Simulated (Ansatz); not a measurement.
Defect: interstitial N in corundum, charge state -1. All values below come from PBE, PAW (plane waves to 420 eV; Ansatz, a program for electronic structure).

Cell of 120 host sites held at the relaxed PBE lattice; the Γ point alone; Fermi-Dirac width 0.01 eV, spin-restricted; finite-size errors left in. No zero-point or tunnelling terms. The charge state is imposed; whether it is stable for some Fermi level was not computed. Sites that were not tried may lie lower. The start lies 0.10 eV above the lowest site run (PBE).

Barriers: single points on a 2×2×2 k-point mesh shifted by half a step along c at the bands' geometries.

The step: several atoms move together, N the farthest; the atom moves 1.74 Å along (-0.42, -0.21, 0.00) of the unit cell; at the start the N atom holds a host O site and a host atom stands off its site; at the end the N atom holds a host O site and a host atom stands off its site; the moving atom starts with neighbours Al at 1.83, 2 Al at 1.86; O at 1.45 Å and ends with Al at 1.83, 2 Al at 1.86; O at 1.45 Å.

Problem. Give the migration barrier of this step at the level PBE, PAW.

Solution. 1.17 eV, the same both ways. At the saddle the moving atom has neighbours 2 Al at 1.79, Al at 2.11, Al at 2.15; 2 O at 1.82 Å. The saddle point's order was not checked, and it lies on a symmetry element of the cell, where a band can be held.
